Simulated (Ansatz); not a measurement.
Y on the Al site in corundum: one set of geometries, relaxed with PBE, evaluated in Ansatz (PAW, plane waves to 420 eV, 500 eV under r2SCAN) with PBE, r2SCAN.

Set-up: 120-site cell; 2×2×2 Γ-centred k-points; start: the Al site; energies good to tenths of an eV; flagged in the runs: a doubtful potential alignment, a host whose relaxation on this sampling wasn't shown to rest, a strain field that reaches the edge of the cell.

| quantity | PBE | r2SCAN |
|---|---|---|
| host gap (eV) | 5.85 | [?] |
| ε(+1/0) above the VBM (eV) | not bound | not settled |
| neutral formation energy against fcc Al, hcp Y (eV) | 0.90 | [?] |

**Question.** Given the lower rungs, what does r2SCAN give?

**Answer.** 
- host gap (eV), r2SCAN: 6.73
- neutral formation energy against fcc Al, hcp Y (eV), r2SCAN: 0.57

"Not bound" means that the carrier spreads over host band states in this cell; a shallow level, bound over tens of ångströms, can't be resolved here.

Ansatz is a quantum-chemistry and plane-wave program.
